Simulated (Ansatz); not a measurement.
Ansatz (a first-principles code) run on a (001) slab of TiO2 (cut from a parent of space group no. 141; 12 atoms in the cell): self-consistent single point.

Method: LDA (PW92), default PAW files made with PBE (plane waves; Ansatz).

```xyz
12
Lattice="3.7661 0.0000 0.0000 0.0000 3.7661 0.0000 0.0000 0.0000 21.8917" Properties=species:S:1:pos:R:3 pbc="T T T"
Ti     0.0000     1.8830     7.3975
Ti     0.0000     0.0000    14.4943
O      0.0000     1.8830    14.8917
O      1.8830     1.8830     7.7949
O      0.0000     0.0000     7.0000
O      0.0000     1.8830     9.3656
Ti     1.8830     0.0000    12.1287
Ti     1.8830     1.8830     9.7631
O      1.8830     0.0000    10.1605
O      0.0000     0.0000    12.5261
O      1.8830     1.8830    11.7313
O      1.8830     0.0000    14.0969
```

Reference input (self-consistent single point, DFT, LDA (PW92), plane waves, default PAW files made with PBE): basis.ecutwfc = 30.9 Ry; kpoints.mp_grid.grid = 5 5 1; hamiltonian.xc = lda; hamiltonian.pseudopotentials = {kind: paw} (the program's default PAW files); scf.occupations.method = fermi_dirac; scf.occupations.width = 0.0015 Ry. This run's input differs from it in these lines:

Ansatz 0.2 input:
```diff
@@ -23,3 +23,3 @@
   mp_grid:
-    grid: [5, 5, 1]
+    grid: [8, 8, 1]
 hamiltonian:
```

Log, with long lists cut:

```
SCF iter   1: F=—  HF=-14258.413029 eV  |F-HF|=—  |Δ(HF+E_count)|=         —  Δρ=1.33e-2  dr2=5.11e-1  ethr=1.77e-3  ⟨swp⟩=6.1  Hψ=5883  notcnv=0
all-band conjugate gradients solve this SCF's bands
preconditioner: auto → Resta (q_TF=auto, 2.244 Å⁻¹)
SCF iter   2: F=—  HF=-14258.356986 eV  |F-HF|=—  |Δ(HF+E_count)|=   5.60e-2  Δρ=9.99e-3  dr2=2.81e-1  ethr=5.33e-4  ⟨swp⟩=2.0  Hψ=2685  notcnv=0  defer=137
   [... lines left out ...]
SCF iter   9: F=—  HF=-14258.304593 eV  |F-HF|=—  |Δ(HF+E_count)|=   2.25e-7  Δρ=1.83e-5  dr2=1.21e-6  ethr=8.58e-9  ⟨swp⟩=2.0  Hψ=1951  notcnv=0  defer=137
SCF iter  10: F=—  HF=-14258.304593 eV  |F-HF|=—  |Δ(HF+E_count)|=   9.89e-8  Δρ=5.25e-6  dr2=1.21e-7  ethr=1.26e-9  ⟨swp⟩=2.2  Hψ=2434  notcnv=0  defer=137
SCF iter  11: F=—  HF=-14258.304593 eV  |F-HF|=—  |Δ(HF+E_count)|=   5.70e-8  Δρ=5.86e-6  dr2=1.15e-7  ethr=1.04e-10  ⟨swp⟩=10.9  Hψ=6022  notcnv=0
SCF iter  12: F=-14258.304593 eV  HF=-14258.304593 eV  |F-HF|=5.30e-8  |Δ(HF+E_count)|=   4.31e-9  Δρ=4.60e-6  dr2=6.28e-8  ethr=1.04e-10  ⟨swp⟩=2.9  Hψ=5010  notcnv=0
SCF 1 converged in 12 iterations: F = -14258.304593 eV  dr2 = 6.28e-8
Free energy (F): -14258.304593 eV
Internal energy: -14258.304593 eV  (E = F + TS)
E sigma→0 (E₀):  -14258.304593 eV
Fermi energy:    0.622175 eV
--- Forces (eV/Å), atoms counted from 1 ---
  atom   1  Ti     0.00000000     0.00000000     1.56763284
  atom   2  Ti     0.00000000     0.00000000    -1.56763284
  atom   3  O      0.00000000     0.00000000     0.40399193
  atom   4  O      0.00000000     0.00000000    -0.10929038
  atom   5  O      0.00000000     0.00000000    -0.40399193
  atom   6  O      0.00000000     0.00000000    -0.66225999
  atom   7  Ti     0.00000000     0.00000000     0.17060349
  atom   8  Ti     0.00000000     0.00000000    -0.17060349
  atom   9  O     -0.00000000     0.00000000     0.15581132
   [... lines left out ...]
  atom  12  O      0.00000000     0.00000000     0.10929038
--- Stress (GPa, compression-positive) ---
       -1.353949       0.000000      -0.000000
        0.000000      -9.875806      -0.000000
       -0.000000      -0.000000      -2.579213
  P = ⅓ Tr σ = -4.6030 GPa (-46.030 kbar)
  The stress holds the Pulay correction. Without it, at fixed plane waves, as pw.x and ABINIT print it: P = -5.0208 GPa
```

The run converged in 12 iterations. Against the reference run the free energy is nearly the same (within 1 meV/atom), the largest force moves little (1.567 to 1.568 eV/Å) and the gap on the mesh goes from 1.630 to 1.567 eV.

The starting cell has typed, rounded lattice constants, without a prior relaxation at this level. The slab is cut from that crystal, and its faces are unrelaxed. Its lattice was rescaled by up to half a per cent. Spin polarisation is off, though cut faces can carry moments; a gap of a slab can lie between surface states. Forces in this geometry exceed 1 eV/Å.

Cost on one core of a shared machine: roughly 40 s.
